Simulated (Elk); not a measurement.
Elk is run on SrW (Pm-3m, 2 atoms in the cell), and the run fails. The aim is a self-consistent single point with DFT, PBE, all-electron FP-LAPW, Elk's shipped species files, LAPW+lo basis.

Cell that was meant: a = 3.8240 Å, b = 3.8240 Å, c = 3.8240 Å, α = 90.00°, β = 90.00°, γ = 90.00°.

Part of the input:

```
  0

xctype
  100 101 130

rgkmax
  7.5
```

Log, with long lists cut:

```
│ Elk code version 10.2.4 started │

│ Current task : 0 │

Error(libxcifc):  libxc not or improperly installed
```

Problem. Read the log: what does the program object to, and what is the fix?

Solution. The fault is a functional that needs a library missing from this build. The functional is available through Libxc alone, and this build has none. To fix it, use a built-in functional, or a build with Libxc. The program stopped before any SCF iteration.

An input that runs soundly differs in these lines (not the only fix; some lines may just follow from the change or write a value another way):
```diff
-  100 101 130
+  20
```

With that input, the run converged in 15 iterations: free energy E − TS -526431.4180 eV; Fermi level (on the code's own zero) 6.43 eV (DFT, PBE, all-electron FP-LAPW, Elk's shipped species files, LAPW+lo basis).

On the sound input: the starting cell was generated: these elements placed on a structure prototype, without a prior relaxation; it need not be a known phase or ordering of this composition. Its lattice was rescaled by a random factor within 2.5 % of one. Spin polarisation is off. Values depend on the basis (sphere radii, cutoffs, local orbitals), which need not be converged.
